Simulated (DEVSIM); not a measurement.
Device: Schottky contact on n-type Si, at 300 K.

Layer 1 from the left is Si, thickness (μm) 1.60, Nd (cm⁻³) 1.8e16, τn (s) 4.6e-5, τp (s) 1.4e-6.

Left contact: Schottky, work function 4.8 eV, emission velocity 2.4e6 cm/s. Right contact: ohmic. Voltage is applied to the left contact. Recombination: SRH at mid-gap. Mobility is constant in doping.

Constants are typed, rounded textbook-type inputs, not results; the design itself was drawn at random and stands for no fabricated device. Values at 300 K.

Si: gap (eV) 1.124, affinity (eV) 4.05, permittivity 11.7, Nc (cm⁻³) 2.86e19, Nv (cm⁻³) 3.1e19, μn (cm²/Vs) 1417, μp (cm²/Vs) 470.

Simulated with DEVSIM: 1D drift-diffusion, Boltzmann statistics, complete ionisation; no tunnelling, impact ionisation, image-force lowering or self-heating. Metal contacts follow the ideal Schottky-Mott rule: no Fermi-level pinning, no interface dipoles.

**Question.** What does the simulation give for the potential step across the device at zero bias, the dark forward voltage at 1 A/cm²?

**Answer.** potential step across the device at zero bias 0.559 V; dark forward voltage at 1 A/cm² 0.332 V.
